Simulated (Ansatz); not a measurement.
**TaO₂F (P4₂/mmc, No. 131, 8 atoms in the cell; start mp-33997): band gap by level of theory**

No measured value is used here.

Problem. Put these levels in order of the band gap that they give for TaO₂F (P4₂/mmc, No. 131, 8 atoms in the cell; start mp-33997), smallest first: PBEsol+SOC (Ansatz, a first-principles code), r²SCAN (Ansatz), r²SCAN+SOC (Ansatz), r²SCAN0 (Ansatz).

Solution. PBEsol+SOC (2.00 eV), r²SCAN+SOC (2.46 eV), r²SCAN (2.57 eV), r²SCAN0 (4.62 eV)

Computed values are for a static lattice. Spin–orbit coupling is included only where a level's name says +SOC; with heavier elements it mostly lowers gaps and can invert bands.  Values are at the PBEsol cell. Cutoffs and k meshes differ between the levels. Ansatz's density-functional and Hartree–Fock values are scalar-relativistic unless marked +SOC, with PAW data made under PBE.

A start named mp-… is a Materials Project structure, which need not be a measured phase.
